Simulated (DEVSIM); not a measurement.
Structure: illuminated Si n-on-p cell, one wavelength, at 300 K.

| layer (left to right) | material | thickness (μm) | Nd (cm⁻³) | Na (cm⁻³) | τn (s) | τp (s) | absorption coefficient (cm⁻¹) |
|---|---|---|---|---|---|---|---|
| 1 | Si | 0.210 | 1.2e19 | - | 1.1e-8 | 1.1e-7 | 17000 |
| 2 | Si | 270 | - | 1.8e15 | 4.3e-7 | 4.3e-7 | 17000 |

Left contact: ohmic, minority hole recombination velocity 1e6 cm/s. Right contact: ohmic, minority electron recombination velocity 3e6 cm/s. Voltage is applied to the left contact. Recombination: SRH at mid-gap, radiative, Auger. Light enters at the left, 6.2e17 photons cm⁻² s⁻¹, one pass, no reflection. Mobility is μmin + (μ − μmin)/(1 + (N/Nref)^α).

The device is made up for the run: typed textbook-type constants, with dimensions and the other settings drawn at random. Values at 300 K.

```csv
parameter,Si
gap (eV),1.124
affinity (eV),4.05
permittivity,11.7
Nc (cm⁻³),2.86e19
Nv (cm⁻³),3.1e19
μn (cm²/Vs),1417
μp (cm²/Vs),470
"μn,min",52
"μp,min",45
"Nref,n",9.7e16
"Nref,p",2.2e17
αn,0.68
αp,0.72
B (cm³/s),4.7e-15
Cn (cm⁶/s),2.8e-31
Cp (cm⁶/s),9.9e-32
```

Simulated with DEVSIM: 1D drift-diffusion, Boltzmann statistics, complete ionisation; no tunnelling, impact ionisation, image-force lowering or self-heating.

The recombination velocity at the left contact was swept, all else fixed.

```csv
recombination velocity at the left contact (cm/s),largest power (mW/cm²),short-circuit current (mA/cm²),share of generated pairs collected at short circuit
10,41.3,98.8,0.995
100,41.3,98.8,0.995
1000,41.2,98.7,0.993
10000,40.6,97.2,0.978
1e5,37.7,90.4,0.910
1e6,35.2,84.5,0.851
1e7,34.7,83.5,0.840
```

From the first row to the last the largest power goes from 41.3 to 34.7. From the first row to the last the short-circuit current goes from 98.8 to 83.5.
